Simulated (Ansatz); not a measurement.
# FeNi3: pressure series

Take FeNi$_{3}$ in the Cu3Au type structure (space group Pm-3m, No. 221; ferromagnetic) as the base.

```
FeNi3
1.0
    3.54427     0.00000     0.00000
    0.00000     3.54427     0.00000
    0.00000     0.00000     3.54427
Ni Fe
3 1
Direct
  0.00000   0.50000   0.50000
  0.50000   0.50000   0.00000
  0.50000   0.00000   0.50000
  0.00000   0.00000   0.00000
```

Cell and atoms are relaxed at each pressure.

Method: PBE, PAW, 420 eV (Ansatz, a first-principles code; no SOC).

Notes on the quantities. enthalpy: H = E + PV relative to the base's energy.

```csv
case,density,enthalpy,shortest interatomic distance
base,8.65 g/cm³,–,2.506 Å
pressure −2 GPa,8.56 g/cm³,-0.14 eV/atom,2.515 Å
pressure −1 GPa,8.61 g/cm³,-0.07 eV/atom,2.511 Å
pressure 0.3 GPa,8.66 g/cm³,+0.02 eV/atom,2.505 Å
pressure 0.7 GPa,8.68 g/cm³,+0.05 eV/atom,2.503 Å
pressure 1.5 GPa,8.72 g/cm³,+0.10 eV/atom,2.500 Å
pressure 3 GPa,8.78 g/cm³,+0.21 eV/atom,2.494 Å
pressure 5 GPa,(withheld),+0.34 eV/atom,(withheld)
pressure 7.5 GPa,8.96 g/cm³,+0.51 eV/atom,2.477 Å
pressure 10 GPa,9.05 g/cm³,+0.68 eV/atom,2.468 Å
```

Question: Fill in the withheld entries from the trend.

Answer: 
- pressure 5 GPa, density: 8.86 g/cm³
- pressure 5 GPa, shortest interatomic distance: 2.486 Å

Other magnetic orders, which the real material may have, were not ruled out. Load acts through the strain it causes; cell and atoms are relaxed under it. Whether these cells are dynamically stable was not tested. Competing high-pressure phases were not computed.
